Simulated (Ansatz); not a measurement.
The starting structures come from a database of crystals and need not be the phases stable at ambient conditions.

By PBEsol, the system below comes out a metal.

The ballistic (Sharvin) conductance counts the channels at the Fermi level: G/A = (e²/h) × channels of both spins per area.

```
CELL_PARAMETERS angstrom
      5.02450     0.00000     0.00000
      2.51225     4.37960     0.00000
      2.51225     0.00000     4.30898
ATOMIC_POSITIONS crystal
  Ti 0.75000 0.50000 0.50000
  Ti 0.50000 0.00000 0.00000
  Ge 0.41737 0.50000 0.16526
  Ge 0.08263 0.50000 0.83474
  Ge 0.83263 0.00000 0.33474
  Ge 0.16737 0.00000 0.66526
```

The cell is taken as given; by PBEsol it stands under a pressure of -2.3 GPa.

The current flows along the normal of the first two printed cell vectors. No spin-orbit coupling; the value is a mean over 0.1 eV about the Fermi level.

Estimate the ballistic conductance per area that PBEsol (Ansatz, a quantum-chemistry and plane-wave program) returns for this system.

0.51 × 10¹⁵ S/m² for both spins.
